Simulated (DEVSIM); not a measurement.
Device: abrupt Si n-p junction, at 250 K.

| layer (left to right) | material | thickness (μm) | Nd (cm⁻³) | Na (cm⁻³) | τn (s) | τp (s) |
|---|---|---|---|---|---|---|
| 1 | Si | 2.80 | 1.6e16 | - | 1.7e-6 | 1.7e-6 |
| 2 | Si | 20.0 | - | 9.3e16 | 1.7e-6 | 1.7e-6 |

Left contact: ohmic. Right contact: ohmic. Voltage is applied to the left contact. Recombination: SRH at mid-gap. Mobility is μmin + (μ − μmin)/(1 + (N/Nref)^α).

This is a model device: material constants are rounded textbook-type values typed into the input, and sizes, dopings and lifetimes were drawn at random. Values at 300 K; Nc and Nv go as T^1.5, mobilities as T to minus their exponent, the gap by Varshni's rule with the affinity fixed.

```
parameter               Si
----------------  --------
gap (eV)             1.124
affinity (eV)         4.05
permittivity          11.7
Nc (cm⁻³)          2.86e19
Nv (cm⁻³)           3.1e19
μn (cm²/Vs)           1417
μp (cm²/Vs)            470
μn,min                  52
μp,min                  45
Nref,n              9.7e16
Nref,p              2.2e17
αn                    0.68
αp                    0.72
T exponent of μn       2.3
T exponent of μp       2.2
Varshni α (eV/K)  0.000473
Varshni β (K)          636
```

Model (solved in DEVSIM): 1D drift-diffusion, Boltzmann statistics, complete ionisation; no tunnelling, impact ionisation, image-force lowering or self-heating.

### Question
Tabulate band edges, carrier densities and field at zero bias.

### Answer
Energies count from the Fermi level of the right contact; mesh points crowd at the junctions.

```tsv
x (μm)	Ec (eV)	Ev (eV)	n (cm⁻³)	p (cm⁻³)	field (V/cm)
0.000	0.155	-0.981	1.6e16	< 1e2	≈ 0
0.03462	0.155	-0.981	1.6e16	< 1e2	≈ 0
0.1183	0.155	-0.981	1.6e16	< 1e2	≈ 0
0.3069	0.155	-0.981	1.6e16	< 1e2	≈ 0
1.079	0.155	-0.981	1.6e16	< 1e2	≈ 0
2.012	0.155	-0.981	1.6e16	< 1e2	≈ 0
2.488	0.157	-0.980	1.5e16	< 1e2	400
2.719	0.482	-0.654	4.1e9	1600000	39000
2.781	0.769	-0.367	6900	9.3e11	54000
2.808	0.918	-0.218	< 1e2	9.5e14	47000
2.854	1.012	-0.124	< 1e2	7.5e16	3600
3.031	1.017	-0.119	< 1e2	9.3e16	≈ 0
3.401	1.017	-0.119	< 1e2	9.3e16	≈ 0
4.308	1.017	-0.119	< 1e2	9.3e16	≈ 0
7.766	1.017	-0.119	< 1e2	9.3e16	≈ 0
13.95	1.017	-0.119	< 1e2	9.3e16	≈ 0
19.20	1.017	-0.119	< 1e2	9.3e16	≈ 0
21.35	1.017	-0.119	< 1e2	9.3e16	≈ 0
22.37	1.017	-0.119	< 1e2	9.3e16	≈ 0
22.64	1.017	-0.119	< 1e2	9.3e16	≈ 0
22.75	1.017	-0.119	< 1e2	9.3e16	≈ 0
22.80	1.017	-0.119	< 1e2	9.3e16	≈ 0
```
